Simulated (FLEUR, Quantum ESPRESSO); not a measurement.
A Quantum ESPRESSO input for a self-consistent single point of Ni₃Fe (Pm-3m, 4 atoms in the cell) (DFT, PBE, plane waves, PSlibrary PAW (PBE) pseudopotentials):

```fortran
&CONTROL
  calculation = 'scf',
  prefix = 'run',
  outdir = './work',
  pseudo_dir = './',
  tprnfor = .true.,
  tstress = .true.,
/
&SYSTEM
  ibrav = 0,
  nat = 4,
  ntyp = 2,
  ecutwfc = 55,
  ecutrho = 330,
  occupations = 'smearing',
  smearing = 'fermi-dirac',
  degauss = 0.0073499,
  nspin = 2,
  starting_magnetization(1) = 0.375,
  starting_magnetization(2) = 0.050,
/
&ELECTRONS
  conv_thr = 1.0e-11,
  mixing_beta = 0.4,
/
ATOMIC_SPECIES
Fe    55.8450  Fe.pbe-n-kjpaw_psl.1.0.0.UPF
Ni    58.6934  Ni.pbe-n-kjpaw_psl.1.0.0.UPF
ATOMIC_POSITIONS {crystal}
Fe    0.00000000    0.00000000    0.00000000
Ni    0.00000000    0.50000000    0.50000000
Ni    0.50000000    0.00000000    0.50000000
Ni    0.50000000    0.50000000    0.00000000
K_POINTS {automatic}
7 7 7  0 0 0
CELL_PARAMETERS {angstrom}
   3.60325000     0.00000000     0.00000000
   0.00000000     3.60325000     0.00000000
   0.00000000     0.00000000     3.60325000
```

Problem. Give the FLEUR input for the same structure, mesh, smearing and functional.

Solution. This is the input that was run; spellings and numerical settings could be chosen otherwise.

Input of the input generator:

```
Ni3Fe
&input film=f /
6.8091556586 0.0000000000 0.0000000000
0.0000000000 6.8091556586 0.0000000000
0.0000000000 0.0000000000 6.8091556586
1.0
1.0 1.0 1.0

4
26 0.0000000000 0.0000000000 0.0000000000 : 3.00
28 0.0000000000 0.5000000000 0.5000000000 : 0.50
28 0.5000000000 0.0000000000 0.5000000000 : 0.50
28 0.5000000000 0.5000000000 0.0000000000 : 0.50

&comp jspins=2 /
&kpt div1=7 div2=7 div3=7 /
&end /
```

```xml
<?xml version="1.0" encoding="UTF-8" standalone="no"?>
<fleurInput fleurInputVersion="0.39">
   <comment>
      Ni3Fe                                                                                               
   </comment>
   <calculationSetup>
      <cutoffs Kmax="3.6" Gmax="10.8" GmaxXC="10.8" numbands="0"/>
      <scfLoop itmax="100" minDistance="0.00001" maxIterBroyd="25" imix="Anderson" alpha="0.05" precondParam="0.0" spinf="2.0"/>
      <coreElectrons ctail="T" frcor="F" kcrel="0" coretail_lmax="0"/>
      <xcFunctional name="pbe" relativisticCorrections="F"/>
      <magnetism jspins="2"/>
      <soc l_soc="F" theta="0.0" phi="0.0" spav="F"/>
      <expertModes spex="0" secvar="F"/>
      <geometryOptimization l_f="T" forcealpha="1.0" forcemix="BFGS" epsdisp="0.00001" epsforce="0.00001"/>
      <ldaU l_linMix="F" mixParam="0.05" spinf="1.0"/>
   </calculationSetup>
   <cell>
      <bzIntegration valenceElectrons="64.0" mode="hist" fermiSmearingEnergy="0.00367493">
         <kPointListSelection listName="default-1"/>
         <!-- k-points included here -->
         <xi:include xmlns:xi="http://www.w3.org/2001/XInclude" href="kpts.xml"> </xi:include>
      </bzIntegration>
      <!-- symmetry operations included here -->
      <xi:include xmlns:xi="http://www.w3.org/2001/XInclude" href="sym.xml"> </xi:include>
      <bulkLattice scale="1.0">
         <bravaisMatrix>
            <row-1>    6.8091556585999999     0.0000000000000000     0.0000000000000000</row-1>
            <row-2>    0.0000000000000000     6.8091556585999999     0.0000000000000000</row-2>
            <row-3>    0.0000000000000000     0.0000000000000000     6.8091556585999999</row-3>
         </bravaisMatrix>
      </bulkLattice>
   </cell>
   <atomSpecies>
      <species name="Iron (Fe) 3.000" element="Fe" atomicNumber="26">
         <mtSphere radius="2.20" gridPoints="777" logIncrement="0.016"/>
         <atomicCutoffs lmax="8" lnonsphr="6"/>
         <electronConfig flipSpins="F">
            <coreConfig>(1s1/2) (2s1/2) (2p1/2) (2p3/2)</coreConfig>
            <valenceConfig>(3s1/2) (3p1/2) (3p3/2) (4s1/2) (3d3/2) (3d5/2)</valenceConfig>
            <stateOccupation state="(3d3/2)" spinUp="1.5" spinDown="0.9"/>
            <stateOccupation state="(3d5/2)" spinUp="3.0" spinDown="0.6"/>
         </electronConfig>
         <energyParameters s="4" p="4" d="3" f="4"/>
         <lo type="SCLO" l="0" n="3" eDeriv="0"/>
         <lo type="SCLO" l="1" n="3" eDeriv="0"/>
      </species>
      <species name="Nickel (Ni.500" element="Ni" atomicNumber="28">
         <mtSphere radius="2.20" gridPoints="777" logIncrement="0.016"/>
         <atomicCutoffs lmax="8" lnonsphr="6"/>
         <electronConfig flipSpins="F">
            <coreConfig>(1s1/2) (2s1/2) (2p1/2) (2p3/2) (3s1/2)</coreConfig>
            <valenceConfig>(3p1/2) (3p3/2) (4s1/2) (3d3/2) (3d5/2)</valenceConfig>
            <stateOccupation state="(3d3/2)" spinUp="1.6" spinDown="1.6"/>
            <stateOccupation state="(3d5/2)" spinUp="2.65" spinDown="2.15"/>
         </electronConfig>
         <energyParameters s="4" p="4" d="3" f="4"/>
         <lo type="SCLO" l="1" n="3" eDeriv="0"/>
      </species>
   </atomSpecies>
   <atomGroups>
      <atomGroup species="Iron (Fe) 3.000">
         <relPos label="                   1">.0000000000 .0000000000 .0000000000</relPos>
         <force calculate="T" relaxXYZ="TTT"/>
      </atomGroup>
      <atomGroup species="Nickel (Ni.500">
         <relPos label="                   2">.0000000000 1.000/2.000 1.000/2.000</relPos>
         <relPos label="                   3">1.000/2.000 .0000000000 1.000/2.000</relPos>
         <relPos label="                   4">1.000/2.000 1.000/2.000 .0000000000</relPos>
         <force calculate="T" relaxXYZ="TTT"/>
      </atomGroup>
   </atomGroups>
   <output dos="F" band="F" slice="F">
      <checks vchk="F" cdinf="F"/>
      <bandDOS minEnergy="-.5*Htr" maxEnergy="0.5*Htr" sigma="0.015" storeEVData="T"/>
      <vacuumDOS vacdos="F" integ="F" star="F" nstars="0" locx1="0.0" locy1="0.0" locx2="0.0" locy2="0.0" nstm="0" tworkf="0.0"/>
      <unfoldingBand unfoldBand="F" supercellX="1" supercellY="1" supercellZ="1"/>
      <plotting iplot="0" polar="F">
         <plot TwoD="T" vec1="  1.0  0.0  0.0" vec2="  0.0  1.0  0.0" vec3="  0.0  0.0  1.0" zero="  0.0  0.0  0.0" file="plot"/>
      </plotting>
      <chargeDensitySlicing numkpt="0" minEigenval="0.0" maxEigenval="0.0" nnne="0" pallst="F"/>
      <specialOutput eonly="F"/>
      <magneticCircularDichroism mcd="F" energyLo="-10.0" energyUp="0.0"/>
   </output>
  <!-- We include the file relax.xml here to enable relaxations (see documentation) -->
  <xi:include xmlns:xi="http://www.w3.org/2001/XInclude" href="relax.xml"> <xi:fallback/> </xi:include>
</fleurInput>
```

Basis settings and potentials, where a program has them, do not carry over. This input uses DFT, PBE, all-electron FLAPW (FLEUR), scalar-relativistic valence. Both were run: size of the net moment 1.24 μB/atom in Quantum ESPRESSO and 1.22 in FLEUR.

On FLEUR: the starting cell has typed, rounded lattice constants, without a prior relaxation at this level. Its lattice was rescaled by a random factor within 2.5 % of one. The magnetic order is the one reached from the typed start; others were not searched systematically. Values depend on the basis (sphere radii, cutoffs, local orbitals), which need not be converged.

On Quantum ESPRESSO: the starting cell has typed, rounded lattice constants, without a prior relaxation at this level. Its lattice was rescaled by a random factor within 2.5 % of one. The magnetic order is the one reached from the typed start; others were not searched systematically. With a pressure of about -8 GPa the cell is away from its equilibrium volume at this level.
